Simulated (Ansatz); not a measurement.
**fluorite-type NiSi2 (0 0 1) on silicon (0 0 1), P on 1 of 2 substrate sites at each interface (film strained to the substrate, faces as cut)**

A periodic stack without vacuum, fluorite-type NiSi2 (0 0 1) on silicon (0 0 1), P on 1 of 2 substrate sites at each interface (film strained to the substrate, faces as cut): substrate slab Si22P2, film Ni8Si16, surface cells [[-2, 0], [-1, -1]] and [[-2, 0], [-1, -1]], film strained by +0.5 and +0.5 %, faces Si/Si and Si/Ni as cut (like faces can put a slab off its formula).

The start was prepared with a machine-learned potential, and the result is one local minimum, with the in-plane cell held and forces under 0.04 eV/Å; the film can end far from its bulk form.

These are PBE (plane waves to 420 eV, PAW; Ansatz, a quantum-chemistry and plane-wave program) values and carry that method's errors. Spin–orbit coupling is left out; the runs are not spin-polarised; PBE gaps are too small against experiment. Its k-point mesh 4×7×1, Fermi–Dirac width 0.05 eV.

The interface area is 29.9 Å² and the period is 27.57 Å. The gaps between the outermost planes at the two interfaces comes out as 1.25 and 1.18 Å and the Ni–Si contacts across the interfaces within 1.22 times the sum of covalent radii is 4, mean 2.34 Å. The Si–Si contacts across the interfaces within 1.22 times the sum of covalent radii comes out as 3, mean 2.40 Å. The P–Si contacts across the interfaces within 1.22 times the sum of covalent radii is 2, mean 2.47 Å and the Ni–P contacts across the interfaces within 1.22 times the sum of covalent radii is 2, mean 2.35 Å. The estimate of the barrier is withheld, since the two interfaces are unlike and the slope of the mean potential energy in the substrate comes out as +1.1 MV/cm × e.

```yaml
crystal:
  lattice:
    - [7.73457, -0.00083, -0.17582]
    - [0.00022, 3.86803, -0.04504]
    - [2.56586, -0.02623, 27.52194]
  atoms:
    - { symbol: Si, position: [0.46388, 0.82723, 0.06356] }
    - { symbol: Si, position: [0.98992, 0.82744, 0.06396] }
    - { symbol: P, position: [0.23719, 0.08170, 0.02298] }
    - { symbol: Si, position: [0.73676, 0.97863, 0.02221] }
    - { symbol: Si, position: [0.70175, 0.35879, 0.16146] }
    - { symbol: Si, position: [0.20184, 0.35436, 0.16328] }
    - { symbol: Si, position: [0.46078, 0.33160, 0.11270] }
    - { symbol: Si, position: [0.96755, 0.33197, 0.11298] }
    - { symbol: Si, position: [0.42727, 0.86099, 0.26157] }
    - { symbol: Si, position: [0.92710, 0.86114, 0.26149] }
    - { symbol: Si, position: [0.18962, 0.85897, 0.21244] }
    - { symbol: Si, position: [0.68957, 0.86242, 0.21149] }
    - { symbol: Si, position: [0.65273, 0.37172, 0.35986] }
    - { symbol: Si, position: [0.15219, 0.37282, 0.36146] }
    - { symbol: Si, position: [0.41412, 0.36535, 0.31113] }
    - { symbol: Si, position: [0.91564, 0.36549, 0.31107] }
    - { symbol: Si, position: [0.38316, 0.87633, 0.45985] }
    - { symbol: Si, position: [0.87228, 0.87695, 0.45985] }
    - { symbol: Si, position: [0.13984, 0.87767, 0.41159] }
    - { symbol: Si, position: [0.64048, 0.87566, 0.40889] }
    - { symbol: P, position: [0.60322, 0.53063, 0.55733] }
    - { symbol: Si, position: [0.10417, 0.40025, 0.55428] }
    - { symbol: Si, position: [0.37811, 0.38141, 0.50941] }
    - { symbol: Si, position: [0.85263, 0.38221, 0.50941] }
    - { symbol: Ni, position: [0.04642, 0.87913, 0.78382] }
    - { symbol: Ni, position: [0.54587, 0.87767, 0.78978] }
    - { symbol: Ni, position: [0.34321, 0.37701, 0.69085] }
    - { symbol: Ni, position: [0.79721, 0.37621, 0.69065] }
    - { symbol: Ni, position: [0.00180, 0.90852, 0.97941] }
    - { symbol: Ni, position: [0.49415, 0.90946, 0.97822] }
    - { symbol: Ni, position: [0.26792, 0.38172, 0.88231] }
    - { symbol: Ni, position: [0.77599, 0.38829, 0.88296] }
    - { symbol: Si, position: [0.80568, 0.88113, 0.73664] }
    - { symbol: Si, position: [0.31137, 0.88205, 0.73684] }
    - { symbol: Si, position: [0.05999, 0.37462, 0.73026] }
    - { symbol: Si, position: [0.55757, 0.37404, 0.74279] }
    - { symbol: Si, position: [0.09245, 0.90654, 0.60261] }
    - { symbol: Si, position: [0.58498, 0.26475, 0.63205] }
    - { symbol: Si, position: [0.81706, 0.85831, 0.64421] }
    - { symbol: Si, position: [0.34730, 0.85828, 0.64418] }
    - { symbol: Si, position: [0.76134, 0.89332, 0.93244] }
    - { symbol: Si, position: [0.25788, 0.88647, 0.93157] }
    - { symbol: Si, position: [0.00993, 0.40252, 0.93265] }
    - { symbol: Si, position: [0.50940, 0.40316, 0.93192] }
    - { symbol: Si, position: [0.03393, 0.38348, 0.83253] }
    - { symbol: Si, position: [0.53387, 0.38313, 0.83693] }
    - { symbol: Si, position: [0.78958, 0.88422, 0.83465] }
    - { symbol: Si, position: [0.27884, 0.87936, 0.83427] }
```
